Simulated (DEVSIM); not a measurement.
## illuminated Si p-on-n cell, one wavelength

System: illuminated Si p-on-n cell, one wavelength, at 400 K.

```csv
layer (left to right),material,thickness (μm),Nd (cm⁻³),Na (cm⁻³),τn (s),τp (s),absorption coefficient (cm⁻¹)
1,Si,0.100,-,1e19,1.4e-6,3.6e-7,100
2,Si,38.0,1.7e17,-,1.7e-5,1.7e-5,100
```

Left contact: ohmic, minority electron recombination velocity 30 cm/s. Right contact: ohmic, minority hole recombination velocity 200 cm/s. Voltage is applied to the left contact. Recombination: SRH at mid-gap, radiative, Auger. Light enters at the left, 5.7e17 photons cm⁻² s⁻¹, one pass, no reflection. Mobility is constant in doping.

The device is made up for the run: typed textbook-type constants, with dimensions and the other settings drawn at random. Values at 300 K; Nc and Nv go as T^1.5, mobilities as T to minus their exponent, the gap by Varshni's rule with the affinity fixed.

```tsv
parameter	Si
gap (eV)	1.124
affinity (eV)	4.05
permittivity	11.7
Nc (cm⁻³)	2.86e19
Nv (cm⁻³)	3.1e19
μn (cm²/Vs)	1417
μp (cm²/Vs)	470
T exponent of μn	2.3
T exponent of μp	2.2
B (cm³/s)	4.7e-15
Cn (cm⁶/s)	2.8e-31
Cp (cm⁶/s)	9.9e-32
Varshni α (eV/K)	0.000473
Varshni β (K)	636
```

Model (solved in DEVSIM): 1D drift-diffusion, Boltzmann statistics, complete ionisation; no tunnelling, impact ionisation, image-force lowering or self-heating.

```json
{
 "potential_step_across_the_device_at_zero_bias": "0.851 V",
 "largest_field_in_the_device_at_zero_bias": "260000 V/cm",
 "Dark forward voltage at 1 A/cm²": "0.630 V",
 "Dark forward voltage at 100 A/cm²": "0.800 V",
 "short_circuit_current": "27.0 mA/cm²",
 "open_circuit_voltage": "0.502 V",
 "fill_factor": "0.76",
 "largest_power": "10.3 mW/cm²",
 "share_of_generated_pairs_collected_at_short_circuit": "0.932"
}
```

Dark forward current:

(V (V), J (A/cm²)): (0.05, 7.0e-8); (0.10, 3.0e-7); (0.15, 1.2e-6); (0.20, 4.6e-6); (0.25, 1.9e-5); (0.30, 7.8e-5); (0.35, 0.00033); (0.40, 0.0014); (0.45, 0.0059); (0.50, 0.025); (0.55, 0.11); (0.60, 0.44); (0.65, 1.8); (0.70, 6.5); (0.75, 25); (0.80, 100); (0.85, 410); (0.90, 1400); (0.95, 3800)

Current under light (generator sign):

```json
[
 {"V (V)": "0.00", "J (mA/cm²)": "27.0"},
 {"V (V)": "0.06", "J (mA/cm²)": "27.0"},
 {"V (V)": "0.14", "J (mA/cm²)": "27.0"},
 {"V (V)": "0.20", "J (mA/cm²)": "26.9"},
 {"V (V)": "0.28", "J (mA/cm²)": "26.9"},
 {"V (V)": "0.36", "J (mA/cm²)": "26.5"},
 {"V (V)": "0.38", "J (mA/cm²)": "26.2"},
 {"V (V)": "0.40", "J (mA/cm²)": "25.6"},
 {"V (V)": "0.42", "J (mA/cm²)": "24.5"},
 {"V (V)": "0.44", "J (mA/cm²)": "22.5"},
 {"V (V)": "0.46", "J (mA/cm²)": "19.0"},
 {"V (V)": "0.48", "J (mA/cm²)": "12.9"},
 {"V (V)": "0.50", "J (mA/cm²)": "1.81"},
 {"V (V)": "0.52", "J (mA/cm²)": "-17.9"}
]
```
